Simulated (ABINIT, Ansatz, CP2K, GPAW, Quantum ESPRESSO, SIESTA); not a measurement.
**SnSeS (P3m1, 3 atoms in the cell) computed with different codes at matched settings**

Self-consistent single point.

```
CELL_PARAMETERS angstrom
      3.82713     0.00000     0.00000
     -1.91357     3.31439     0.00000
      0.00000     0.00000     6.47731
ATOMIC_POSITIONS crystal
  Sn 0.33333 0.66667 0.00765
  Se 0.00000 0.00000 0.75771
  S  0.66667 0.33333 0.23464
```

All programs got the same cell, k-point mesh and kind of occupations (some realise fixed ones as a very narrow smearing) (in Ansatz's words: kpoints.mp_grid.grid = 8 8 4; scf.occupations.method = fixed); potentials, basis and cutoffs are each program's usual ones.

```csv
code,model,pressure (GPa),largest force (eV/Å),gap on the mesh (eV),k-points,cutoff
ABINIT,"LDA (PW92), PAW (JTH v2.0 LDA PAW)",-5.18,0.537,0.748,35,571 eV
CP2K,"LDA (Pade form), GPW, DZVP-MOLOPT-SR-GTH basis, GTH-PADE potentials (GTH_POTENTIALS)",-5.18,0.581,0.777,132,grid 400 Ry
GPAW,"LDA (Perdew-Wang 92), GPAW PAW datasets LDA (gpaw-data 1.0.1)",-5.38,0.560,0.763,35,600 eV
Ansatz,"LDA (PW92), PAW files made with PBE",-5.20,0.540,0.755,35,default
Quantum ESPRESSO,"LDA (PZ), GBRV 1.5 ultrasoft (LDA) pseudopotentials",-5.17,0.523,0.748,35,40 Ry
SIESTA,"LDA PW92, numerical atomic orbitals DZP, PseudoDojo LDA standard norm-conserving potentials (rewritten from UPF to PSML)",-4.15,0.267,0.802,150,grid 400 Ry
```

Size of the force on each atom (eV/Å): Sizes of forces hide their directions.

```csv
code,Sn1,Se2,S3
ABINIT,0.064,0.537,0.472
CP2K,0.153,0.581,0.427
GPAW,0.070,0.560,0.489
Ansatz,0.068,0.540,0.472
Quantum ESPRESSO,0.064,0.523,0.459
SIESTA,0.267,0.131,0.135
```

Gaps are read on the mesh.

The spread over the programs that give each value: pressure within 1.23 GPa; largest force within 0.314 eV/Å; gap on the mesh within 0.054 eV.

The starting cell comes from a database of computed structures (which also holds hypothetical and non-ambient phases and stackings), without a prior relaxation at this level. Its lattice was rescaled by a random factor within 2.5 % of one. On Ansatz's run: In the base run, with a pressure of about -5 GPa the cell is away from its equilibrium volume at this level.

Q: Why do the programs differ, and what cannot be compared?

A: Differences of this kind can come from the potentials, where these differ, and from what each basis and cutoff leave unconverged. The valence holds different numbers of electrons (ABINIT 26, CP2K 16, GPAW 26, Ansatz (an electronic-structure program) 36, Quantum ESPRESSO 26, SIESTA 36). The zero of total energies and Fermi levels follows the potentials and each program's conventions, so they are not compared here. CP2K and SIESTA use small atom-centred bases, whose incompleteness enters pressures, forces and empty levels differently from a plane-wave cutoff. Ansatz's pressure is given at a fixed set of plane waves, as the other plane-wave codes print theirs. The same LDA comes in different parametrisations, which differ slightly. The programs reduce the same mesh by symmetry to different extents, which changes the work and not the result. In the pressure, SIESTA (by 1.04) lies more than 1 GPa from the median of the plane-wave programs. In the force vectors, CP2K (by 0.087) and SIESTA (by 0.669) lie more than 0.08 eV/Å from the median of the plane-wave programs.

Left out of this page: FLEUR (with a known weakness of the program).

Keys are those of Ansatz 0.2.
